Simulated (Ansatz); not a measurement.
# WO3 (space group Pbcm, No. 57; a cell from a computed database, its experimental status unchecked)

```cif
data_O12W4
_chemical_formula_sum 'W4 O12'
_space_group_name_H-M_alt 'Pbcm'
_space_group_IT_number 57
_space_group_name_Hall '-P 2c 2b'
_cell_length_a 3.88590
_cell_length_b 7.65675
_cell_length_c 7.47658
_cell_angle_alpha 90.000
_cell_angle_beta 90.000
_cell_angle_gamma 90.000
loop_
_atom_site_label
_atom_site_type_symbol
_atom_site_symmetry_multiplicity
_atom_site_Wyckoff_symbol
_atom_site_fract_x
_atom_site_fract_y
_atom_site_fract_z
_atom_site_occupancy
W1 W 4 d 0.05620 0.02720 0.25000 1
O1 O 4 d 0.00607 0.25951 0.25000 1
O2 O 4 d 0.51085 0.01163 0.25000 1
O3 O 4 a 0.00000 0.00000 0.00000 1
```

Method: Ansatz (a program for electronic structure), PBEsol, PAW, cutoff 420 eV, without spin-orbit coupling. k-mesh 7×4×4 (Γ-centred); smearing 0.05 eV (Fermi–Dirac).

| Quantity | Result |
|---|---|
| Volume per atom | 13.90 Å³ |
| Density | 6.92 g/cm³ |
| Band gap | 1.19 eV, indirect, X → Γ |
| Electron mass | 2.5 mₑ along a, 0.29 mₑ along b, 0.19 mₑ along c |
| Lowest conduction-band minima above the VBM | Γ 1.19 eV |
| Total energy | -2985.059 eV/atom (σ→0; compares only within this code and set-up) |

With W present, leaving out spin-orbit coupling can change the band edges. Masses are band curvatures over ±0.01 Å⁻¹ around the edge. Stability against distortions was not tested.
